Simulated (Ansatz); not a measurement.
**Lattice parameter c of Ge3Si (model structure, P-4m2, No. 115, 4 atoms in the cell) at several levels of theory**

No measured value is used here.

| level (code) | value (Å) |
|---|---|
| PBE (Ansatz) | 5.672 |
| PBEsol (Ansatz) | [?] |
| r²SCAN (Ansatz) | 5.605 |

Question: What belongs in the gaps?

Answer: 
- PBEsol (Ansatz, a quantum-chemistry and plane-wave program), value (Å): 5.599

Cutoffs differ between the levels. Ansatz's density-functional and Hartree–Fock values are scalar-relativistic unless marked +SOC, with PAW data made under PBE.

A model structure was made by putting elements into a prototype or built by hand; it is no filed structure, need not be a known phase, and can be a saddle point held by its symmetry.
